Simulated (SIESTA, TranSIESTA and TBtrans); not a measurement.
Run with TranSIESTA and TBtrans (open boundaries, self-consistent; PseudoDojo norm-conserving potentials, scalar-relativistic): Spin polarized, PAO.BasisSize DZP, PAO.EnergyShift 0.15 eV, XC.Authors PBE, Mesh.Cutoff 200 Ry, ElectronicTemperature 300 K, TS.Voltage 0.0 eV, TBT.Elecs.Eta 0.001 eV.

Device: Pt chain with one bond stretched by 0.6 Å. Leads: straight Pt chain, spacing 2.28 Å. Geometry: as built, not relaxed.

Question: Give the largest eigenchannel transmissions at the Fermi level (four at most) and the total.

Answer: Up: 0.92, 0.66, 0.66, 0.63 (total 2.87); down: 0.92, 0.66, 0.66, 0.63 (total 2.88). A magnetic start was tried, and the separate lead runs end without a moment. The straight chain is held at its spacing; free chains may zigzag or dimerise. Spin-orbit coupling, left out here, matters for the heavy atoms.
